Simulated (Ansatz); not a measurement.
Reference: Ba2TaBiO6 (R-3), PBEsol, rigid bands (plane waves, PAW, scalar-relativistic; Ansatz, an electronic-structure program); axes and stresses refer to this cell.

```xyz
10
Lattice="3.0361 1.7529 4.8629 -3.0361 1.7529 4.8629 0.0000 -3.5057 4.8629" Properties=species:S:1:pos:R:3 pbc="T T T"
Ba     0.0000     0.0000    10.9162
Ba     0.0000     0.0000     3.6726
Ta     0.0000     0.0000     7.2944
Bi     0.0000     0.0000     0.0000
O      1.5606     0.4770     6.1504
O     -1.5606    -0.4770     8.4384
O     -1.1934     1.1130     6.1504
O      1.1934    -1.1130     8.4384
O     -0.3672    -1.5901     6.1504
O      0.3672     1.5901     8.4384
```

The hole mass along x comes out as 0.42 mₑ and the Seebeck coefficient, n-type 1e19 cm⁻³ is -326 μV/K. The hole conductivity mass is 0.46 mₑ.

Q: Change: spin-orbit coupling switched on. What happens to hole mass along x, Seebeck coefficient, n-type 1e19 cm⁻³, hole conductivity mass?

A: hole mass along x falls to 0.40 mₑ; Seebeck coefficient, n-type 1e19 cm⁻³ decreases in size to -315 μV/K; hole conductivity mass falls to 0.44 mₑ.

Masses are for dilute carriers at 300 K, harmonic means over directions unless an axis is named. Seebeck coefficients are for the stated density at 300 K, with one relaxation time for all states and whether or not that doping can be reached. Spin-orbit coupling is left out unless a row names it; without it the gap and masses of crystals with these elements can be far off. 

Computed structure with no diffraction record at hand here (it may be known, metastable or hypothetical): Ba2TaBiO6 (R-3).
